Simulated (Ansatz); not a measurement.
Worked example: relaxation of cell and atoms of BaP₄Pd₂ (I4/mmm, 7 atoms in the cell) in Ansatz (an electronic-structure program).

Computed with LDA (PW92), default PAW files made with PBE (plane waves; Ansatz).

```xyz
7
Lattice="-3.4219 3.4219 2.9869 3.4219 -3.4219 2.9869 3.4219 3.4219 -2.9869" Properties=species:S:1:pos:R:3 pbc="T T T"
Ba     0.0000     0.0000     0.0000
P      3.4219     1.8739     0.0000
P      0.0000     1.5480     2.9869
P      1.5480     0.0000     2.9869
P      1.8739     3.4219     0.0000
Pd     0.0000     3.4219     1.4934
Pd     3.4219     0.0000     1.4934
```

Reference input (self-consistent single point, DFT, LDA (PW92), plane waves, default PAW files made with PBE): kpoints.mp_grid.grid = 6 6 6; hamiltonian.xc = lda; hamiltonian.pseudopotentials = {kind: paw} (the program's default PAW files); scf.occupations.method = fermi_dirac; scf.occupations.width = 0.136 eV. This run's input differs from it in these lines:

```diff
@@ -20,2 +20,4 @@
   occupations: { method: fermi_dirac, width: 0.136 eV }
+relax:
+  cell: {}
 output:
```

The program printed (abridged):

```
   [... SCF lines of the steps left out ...]
relax step   1: F+E_penalty+E_count = -22377.84491969 eV  Δ(F+E_penalty+E_count) = +0.000e0 eV  max|allowed force component| = 4.282e-1 eV/Å  Δτ_max = 0.0000 Å  P = -4.795 GPa  Ω = 139.900 Å³  (7 SCF iters, dr2 threshold 1.00e-7 eV, accepted)
relax step   2: F+E_penalty+E_count = -22377.96954470 eV  Δ(F+E_penalty+E_count) = -1.246e-1 eV  max|allowed force component| = 4.138e-2 eV/Å  Δτ_max = 0.0085 Å  P = -0.379 GPa  Ω = 133.443 Å³  energy of the carried Pulay correction = +1.420e-3 eV  [...]
   [... lines left out ...]
relax step   5: F+E_penalty+E_count = -22377.97313116 eV  Δ(F+E_penalty+E_count) = -3.752e-4 eV  max|allowed force component| = 7.519e-4 eV/Å  Δτ_max = 0.0017 Å  P = -0.008 GPa  Ω = 133.020 Å³  energy of the carried Pulay correction = +1.516e-3 eV  [...]
relax step   6: F+E_penalty+E_count = -22377.97183743 eV  Δ(F+E_penalty+E_count) = +1.294e-3 eV  max|allowed force component| = 6.869e-4 eV/Å  Δτ_max = 0.0000 Å  P = -0.016 GPa  Ω = 133.020 Å³  stress off target by 2.12e-2 GPa  SCF on the basis [...]
basis re-selected at this cell: Δ(F+E_penalty+E_count) = +1.294e-3 eV, ΔP = -0.008 GPa vs the last step
the relaxation is at rest under the 16 symmetry operations that the run kept from its start: a minimum is not shown …
Free energy (F): -22377.971837 eV
Internal energy: -22377.851212 eV  (E = F + TS)
E sigma→0 (E₀):  -22377.911525 eV
Entropy (-TS):   -0.120626 eV (-17.232 meV/atom)
Fermi energy:    11.898735 eV
--- Forces (eV/Å), atoms counted from 1 ---
  atom   1  Ba    -0.00000000     0.00000000     0.00000000
   [... lines left out ...]
  cell:  # Å, volume = 133.0197 Å³
   [... lines left out ...]
    - { symbol: P, position: [0.7283993898387534, 0.49999999999999994, 0.22839938983875344] }
    - { symbol: P, position: [0.49999999999999994, 0.7283993898387534, 0.22839938983875344] }
    - { symbol: P, position: [0.49999999999999994, 0.27160061016124654, 0.7716006101612465] }
    - { symbol: Pd, position: [0.7499999999999999, 0.25, 0.49999999999999994] }
    - { symbol: Pd, position: [0.25, 0.7499999999999999, 0.49999999999999994] }
```

The run converged.  The full log also holds: “iter 5 did not close the SCF: its close was put off for the readings that it lacked (scf_convergence_deferred on its scf_iter line)”. The full log also holds: “iter 4 did not close the SCF: its close was put off for the readings that it lacked (scf_convergence_deferred on its scf_iter line)”.

Summary of the result:
| Item | Result |
|---|---|
| Free energy E − TS (on the zero of these files) | -22377.9718 eV |
| Fermi level (on the code's own zero) | 11.90 eV |
| Pressure | -0.02 GPa |
| Final cell | a = 5.5948 Å, b = 5.5948 Å, c = 5.5948 Å, α = 105.82°, β = 105.82°, γ = 117.06° |
| Final volume per atom | 19.00 Å³ |
| Relaxation steps | 6 |

The starting cell comes from a database of computed structures (which also holds hypothetical and non-ambient phases and stackings), without a prior relaxation at this level. Spin polarisation is off. The relaxation keeps the symmetry of its start, so its end need not be a minimum. Ansatz's pressure includes its estimate of the finite-basis (Pulay) stress.

Cost on one core of a shared machine: roughly 50 s.

Keys are those of Ansatz 0.2.
